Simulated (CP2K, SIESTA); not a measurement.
A CP2K input for a self-consistent single point of Cd₂SeS (P1, 4 atoms in the cell) (DFT PBEsol, GPW, DZVP-MOLOPT-SR-GTH basis, GTH-PBE potentials (GTH_POTENTIALS)):

```
&GLOBAL
  PROJECT bulk
  RUN_TYPE ENERGY_FORCE
  PRINT_LEVEL LOW
&END GLOBAL
&FORCE_EVAL
  METHOD Quickstep
  STRESS_TENSOR ANALYTICAL
  &DFT
    BASIS_SET_FILE_NAME BASIS_MOLOPT
    POTENTIAL_FILE_NAME GTH_POTENTIALS
    &QS
      METHOD GPW
      EPS_DEFAULT 1E-10
    &END QS
    &MGRID
      CUTOFF 500
      REL_CUTOFF 40
      NGRIDS 5
    &END MGRID
    &SCF
      SCF_GUESS ATOMIC
      EPS_SCF 1E-7
      MAX_SCF 100
      ADDED_MOS 7
      &DIAGONALIZATION
        ALGORITHM STANDARD
      &END DIAGONALIZATION
      &MIXING
        METHOD BROYDEN_MIXING
        ALPHA 0.3
        NBUFFER 10
        BETA 1.5
      &END MIXING
      &SMEAR ON
        METHOD FERMI_DIRAC
        ELECTRONIC_TEMPERATURE [K] 116.05
      &END SMEAR
    &END SCF
    &KPOINTS
      SCHEME MONKHORST-PACK 6 6 3
      GAMMA_CENTERED T
    &END KPOINTS
    &XC
      &XC_FUNCTIONAL
        &PBE
          PARAMETRIZATION PBESOL
        &END PBE
      &END XC_FUNCTIONAL
    &END XC
    &PRINT
      &MO
        EIGENVALUES T
        OCCUPATION_NUMBERS T
        NDIGITS 8
        FILENAME mo
        &EACH
          QS_SCF 0
        &END EACH
        ADD_LAST NUMERIC
      &END MO
      &MULLIKEN OFF
      &END MULLIKEN
    &END PRINT
  &END DFT
  &SUBSYS
    &CELL
      ABC 4.29722000 4.29722027 7.00716900
      ALPHA_BETA_GAMMA 90.00000000 90.00000000 119.99999790
      PERIODIC XYZ
    &END CELL
    &COORD
      SCALED
      Cd       0.00235200     0.00224200     0.49000700
      Cd       0.33421600     0.65828400     0.01312200
      Se       0.33004000     0.67440000     0.62448700
      S        0.00005700    -0.00159200     0.12038400
    &END COORD
    &KIND Cd
      BASIS_SET DZVP-MOLOPT-SR-GTH-q12
      POTENTIAL GTH-PBE-q12
    &END KIND
    &KIND Se
      BASIS_SET DZVP-MOLOPT-SR-GTH-q6
      POTENTIAL GTH-PBE-q6
    &END KIND
    &KIND S
      BASIS_SET DZVP-MOLOPT-SR-GTH-q6
      POTENTIAL GTH-PBE-q6
    &END KIND
  &END SUBSYS
  &PRINT
    &FORCES ON
    &END FORCES
    &STRESS_TENSOR ON
    &END STRESS_TENSOR
  &END PRINT
&END FORCE_EVAL
```

### Question
Give the SIESTA input for the same structure, mesh, smearing and functional.

### Answer
This is the input that was run; spellings and numerical settings could be chosen otherwise.

```
# files in the folder: Cd.psml Se.psml S.psml (PseudoDojo PBEsol standard)
SystemName  Cd2SeS
SystemLabel cd2ses

NumberOfAtoms                4
NumberOfSpecies              3
%block ChemicalSpeciesLabel
  1 48 Cd
  2 34 Se
  3 16 S
%endblock ChemicalSpeciesLabel
LatticeConstant              4.297220 Ang
%block LatticeVectors
     1.000000000    0.000000000    0.000000000
    -0.500000000    0.866025477    0.000000000
     0.000000000    0.000000000    1.630628406
%endblock LatticeVectors
AtomicCoordinatesFormat      Ang
%block AtomicCoordinatesAndAtomicSpecies
     0.005289878    0.008343607    3.433561860  1
     0.021804094    2.449805223    0.091948072  1
    -0.030768095    2.509780949    4.375885947  2
     0.003665529   -0.005924631    0.843551033  3
%endblock AtomicCoordinatesAndAtomicSpecies

XC.functional                GGA
XC.authors                   PBEsol
PAO.BasisSize                DZP
PAO.EnergyShift              0.01 Ry
MeshCutoff                   300 Ry
%block kgrid.MonkhorstPack
    6   0   0  0.0
    0   6   0  0.0
    0   0   3  0.0
%endblock kgrid.MonkhorstPack
OccupationFunction           FD
ElectronicTemperature        10.0 meV

MaxSCFIterations             150
SCF.Mixer.Method             Broyden
SCF.Mixer.Weight             0.2
SCF.Mixer.History            8
SCF.DM.Tolerance             1.0E-04
Diag.ParallelOverK           true
WriteForces                  true
```

Basis settings and potentials, where a program has them, do not carry over. This input uses DFT, GGA PBEsol, numerical atomic orbitals DZP, PseudoDojo PBEsol standard norm-conserving potentials (rewritten from UPF to PSML).

The starting cell comes from a database of computed structures (which also holds hypothetical and non-ambient phases and stackings), without a prior relaxation at this level. Its lattice was rescaled by a random factor within 2.5 % of one. For this run, on top of that: atoms moved at random.
